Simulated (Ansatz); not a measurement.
Amorphous Si24O48Ag, 73 atoms at 2.34 g/cm³, one PBE-relaxed geometry, zone centre. Methods: PBE, scalar-relativistic without spin-orbit coupling (Ansatz, an electronic-structure program); r2SCAN, scalar-relativistic without spin-orbit coupling (Ansatz); HSE06, scalar-relativistic without spin-orbit coupling (Ansatz). Plane waves to 420 eV (r2SCAN 500 eV); exact exchange is cut at the cell's faces. In the spin-polarised cell the level spacing at the Fermi energy can part levels of unlike spin. At PBE the levels at both edges of the gap are localised (band-tail or defect states), and the nearest spread-out levels lie 4.9 eV apart at the zone centre.

It comes from a melt-quench run on a machine-learned potential (CHGNet), relaxed afterwards by DFT. O atoms were pushed apart under 1.9 Å during the dynamics, to hinder bonds among them. The hot cell started wider than the set density and was brought back towards it in steps. It is the lowest in DFT energy of 2 quenches. It is a model cell: composition and starting density were chosen by hand, and all elements were melted together. No dispersion term was used. Its density started from a set value of 2.33 and ended at 2.34 g/cm³. The quench (nominally 400 K/ps over its main leg) was far faster than any real one, so the model tends to hold more defects than a real film. A cell of this size samples the disorder only roughly. The volume was free in the relaxation, at fixed shape. Stress components on the final sampling reach 2.7 GPa.

The relaxation ran on the zone centre alone. At PBE the level spacing at the Fermi energy is 1.57 eV on a 2×2×2 Γ-centred mesh, and the spacing at the zone centre alone 1.61 eV.

### Question
What zone-centre spacing does r2SCAN give, roughly?

### Answer
2.42 eV (+0.81 eV against PBE).

### Question
What zone-centre spacing does HSE06 give, roughly?

### Answer
3.03 eV (+1.42 eV against PBE).

The highest filled and the lowest empty state spread over these numbers of atoms (participation numbers): PBE: 3.3 and 5.7; r2SCAN: 3.2 and 8.8; HSE06: 3.0 and 6.7.
